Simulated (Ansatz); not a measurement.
Defect: Ga vacancy in zinc-blende GaP, charge state -3. All values below come from PBE, PAW (plane waves to 420 eV; Ansatz, an electronic-structure program).

64-site cell at the relaxed PBE lattice, one k-point at (0.250, 0.250, 0.250), smearing 0.01 eV, spin-restricted, no finite-size correction. Energies are static. The charge state is imposed; whether it is stable for some Fermi level was not computed. Forms of the defect that were not tried may lie lower.

Barriers: single points on a 2×2×2 k-point mesh shifted by half a step at the bands' geometries.

Relaxed starting cell (atoms counted from 1):

```yaml
crystal:
  lattice:
    - [11.01454, 0.00000, 0.00000]
    - [0.00000, 11.01454, 0.00000]
    - [0.00000, 0.00000, 11.01454]
  atoms:
    - { symbol: Ga, position: [0.99990, 0.99961, 0.50047] }
    - { symbol: Ga, position: [0.99987, 0.49973, 0.00045] }
    - { symbol: Ga, position: [0.99913, 0.50005, 0.50082] }
    - { symbol: Ga, position: [0.50003, 0.99962, 0.00047] }
    - { symbol: Ga, position: [0.50042, 0.99885, 0.50081] }
    - { symbol: Ga, position: [0.50043, 0.50014, 0.99966] }
    - { symbol: Ga, position: [0.49981, 0.49948, 0.50026] }
    - { symbol: P, position: [0.12370, 0.12344, 0.37219] }
    - { symbol: P, position: [0.11345, 0.11311, 0.88317] }
    - { symbol: P, position: [0.12486, 0.62412, 0.37563] }
    - { symbol: P, position: [0.12506, 0.62644, 0.87593] }
    - { symbol: P, position: [0.62447, 0.12453, 0.37558] }
    - { symbol: P, position: [0.62674, 0.12477, 0.87596] }
    - { symbol: P, position: [0.62569, 0.62541, 0.37597] }
    - { symbol: P, position: [0.62710, 0.62683, 0.87739] }
    - { symbol: Ga, position: [0.99133, 0.24288, 0.24362] }
    - { symbol: Ga, position: [0.00662, 0.24502, 0.75481] }
    - { symbol: Ga, position: [0.00685, 0.75407, 0.24592] }
    - { symbol: Ga, position: [0.99379, 0.75763, 0.75833] }
    - { symbol: Ga, position: [0.49828, 0.24774, 0.24852] }
    - { symbol: Ga, position: [0.50032, 0.24877, 0.75110] }
    - { symbol: Ga, position: [0.50029, 0.75037, 0.24952] }
    - { symbol: Ga, position: [0.50063, 0.75113, 0.75191] }
    - { symbol: P, position: [0.12377, 0.37146, 0.12420] }
    - { symbol: P, position: [0.12476, 0.37478, 0.62491] }
    - { symbol: P, position: [0.11337, 0.88239, 0.11384] }
    - { symbol: P, position: [0.12513, 0.87521, 0.62726] }
    - { symbol: P, position: [0.62443, 0.37482, 0.12530] }
    - { symbol: P, position: [0.62574, 0.37526, 0.62623] }
    - { symbol: P, position: [0.62681, 0.87524, 0.12563] }
    - { symbol: P, position: [0.62705, 0.87657, 0.62750] }
    - { symbol: Ga, position: [0.24318, 0.99109, 0.24366] }
    - { symbol: Ga, position: [0.24539, 0.00646, 0.75479] }
    - { symbol: Ga, position: [0.24804, 0.49801, 0.24846] }
    - { symbol: Ga, position: [0.24903, 0.50002, 0.75111] }
    - { symbol: Ga, position: [0.75446, 0.00649, 0.24585] }
    - { symbol: Ga, position: [0.75792, 0.99342, 0.75845] }
    - { symbol: Ga, position: [0.75070, 0.50005, 0.24953] }
    - { symbol: Ga, position: [0.75144, 0.50040, 0.75193] }
    - { symbol: P, position: [0.37173, 0.12350, 0.12421] }
    - { symbol: P, position: [0.37511, 0.12452, 0.62483] }
    - { symbol: P, position: [0.37508, 0.62418, 0.12522] }
    - { symbol: P, position: [0.37554, 0.62540, 0.62622] }
    - { symbol: P, position: [0.88272, 0.11307, 0.11373] }
    - { symbol: P, position: [0.87546, 0.12478, 0.62727] }
    - { symbol: P, position: [0.87552, 0.62651, 0.12565] }
    - { symbol: P, position: [0.87687, 0.62677, 0.62748] }
    - { symbol: Ga, position: [0.24329, 0.24301, 0.99172] }
    - { symbol: Ga, position: [0.24800, 0.24777, 0.49874] }
    - { symbol: Ga, position: [0.24535, 0.75406, 0.00705] }
    - { symbol: Ga, position: [0.24911, 0.75037, 0.50086] }
    - { symbol: Ga, position: [0.75424, 0.24506, 0.00714] }
    - { symbol: Ga, position: [0.75067, 0.24879, 0.50087] }
    - { symbol: Ga, position: [0.75793, 0.75767, 0.99436] }
    - { symbol: Ga, position: [0.75140, 0.75112, 0.50108] }
    - { symbol: P, position: [0.37442, 0.37416, 0.37490] }
    - { symbol: P, position: [0.37488, 0.37457, 0.87592] }
    - { symbol: P, position: [0.37478, 0.87519, 0.37527] }
    - { symbol: P, position: [0.37324, 0.87519, 0.87591] }
    - { symbol: P, position: [0.87546, 0.37446, 0.37526] }
    - { symbol: P, position: [0.87543, 0.37294, 0.87594] }
    - { symbol: P, position: [0.87549, 0.87516, 0.37367] }
    - { symbol: P, position: [0.89126, 0.89095, 0.89169] }
```
Cell charge -3.

End state 1 differs by these moves (Å; atoms that move under 0.08 Å are left out):

```csv
atom,element,Δx,Δy,Δz
1,Ga,-0.09,-0.08,-0.07
2,Ga,-0.06,0.08,0.09
3,Ga,0.08,0.04,-0.05
9,P,0.13,0.12,-0.09
10,P,-0.13,0.09,-0.13
16,Ga,0.10,0.07,0.08
17,Ga,-0.08,0.05,-0.04
18,Ga,0.00,2.65,-2.65
19,Ga,0.07,-0.09,-0.08
26,P,0.00,-0.22,0.22
33,Ga,0.03,-0.10,-0.06
34,Ga,-0.03,0.06,0.10
36,Ga,0.00,-0.13,0.13
37,Ga,-0.08,0.05,-0.08
38,Ga,0.08,0.08,-0.05
44,P,-0.08,0.10,0.14
46,P,0.17,0.15,0.18
48,Ga,0.07,0.07,0.11
51,Ga,-0.06,-0.11,-0.08
54,Ga,0.00,-0.16,0.16
55,Ga,0.04,0.05,-0.06
62,P,0.08,-0.14,-0.11
63,P,-0.17,-0.18,-0.16
```

Q: Give the forward and backward barriers to end state 1 at the level PBE, PAW.

A: forward 1.92 eV, backward 1.92 eV; at the saddle point atom 18 has neighbours P at 2.28, P at 2.60, P at 2.63, P at 2.80, P at 2.82 Å. The saddle point's order was not checked.
